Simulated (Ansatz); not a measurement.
Structures of equal composition on the (111)B surface of zinc-blende BN (N plane on top): 2x2 N adatom at H3; 2x2 N adatom at T4. The slabs share one bottom face, and each structure is named by its start. These are constructed structures in small cells; real faces may alloy, dewet or reconstruct in larger ones, and not all known structures of the face are among them. Slabs of about 11 Å with all that they carry, Fermi-Dirac smearing of 0.025 eV. Bottom of the slabs: H caps. Relaxed from the named starts with such symmetry as they have, on meshes of like density; energies extrapolated to zero smearing; no spin-orbit coupling, no U. Spin-polarised runs, if any, are marked in brackets, and their order is one that fits the cell; the others ran without spin. Where a second, spin-polarised start was run, the lower counts.

Level of theory: PBE (plane waves to 420 eV, PAW; Ansatz, a quantum-chemistry and plane-wave program).

Q: Rank these by energy per 1x1 cell (lowest first), as PBE gives it.

A: 2x2 N adatom at T4 (0.000 eV, gap 1.80 eV on the mesh), 2x2 N adatom at H3 (0.071 eV, gap 2.12 eV on the mesh)
